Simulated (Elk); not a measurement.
Band structure of Y (P6_3/mmc, 2 atoms in the cell).

```
CELL_PARAMETERS angstrom
      3.65240     0.00000     0.00000
     -1.82620     3.16308     0.00000
      0.00000     0.00000     5.89503
ATOMIC_POSITIONS crystal
  Y  0.33333 0.66667 0.25000
  Y  0.66667 0.33333 0.75000
```
Moments meant for the start (each program seeds them in its own way; μB, in the order of the atoms Y Y): 1.0 1.0.

Method of the run: Elk with PBE, all-electron FP-LAPW, Elk's shipped species files, APW+lo basis with extra local orbitals.

Settings: xctype = 20; spinpol = true; rgkmax = 8; swidth = 0.00367493 Ha; ngridk = 11 11 6; reducebf = 0.5; gmaxvr = 16 1/bohr; nxlo = 2; lorbcnd = true; lmaxi = 2; nempty = 12 per atom; maxscl = 100; bfcmt = [[0.0, 0.0, -0.5], [0.0, 0.0, -0.5]].

The starting cell comes from a database of computed structures (which also holds hypothetical and non-ambient phases and stackings), without a prior relaxation at this level. Its lattice was rescaled by a random factor within 2.5 % of one. The starting moments vanished: the run ended non-magnetic. Values depend on the basis (sphere radii, cutoffs, local orbitals), which need not be converged.

Levels in eV from the Fermi level, bands 7 to 14 of the first spin channel:
| point | 7 | 8 | 9 | 10 | 11 | 12 | 13 | 14 |
|---|---|---|---|---|---|---|---|---|
| Γ | -22.44 | -22.43 | -4.60 | -1.86 | 0.63 | 1.74 | 1.74 | 1.79 |
| M | -22.55 | -22.50 | -1.63 | -1.13 | -0.80 | -0.07 | 1.23 | 1.56 |
| K | -22.63 | -22.63 | -0.62 | -0.60 | -0.60 | -0.41 | 0.99 | 0.99 |
| A | -22.47 | -22.47 | -3.27 | -3.27 | 0.82 | 0.82 | 1.70 | 1.70 |
| L | -22.56 | -22.56 | -1.60 | -1.60 | 0.02 | 0.02 | 1.30 | 1.30 |
| H | -22.52 | -22.52 | -0.35 | -0.35 | -0.35 | -0.35 | 0.37 | 0.37 |

Bands cross the Fermi level along this path, so the cell is metallic at this level.

The net moment of the cell came out as 0.00 μB.
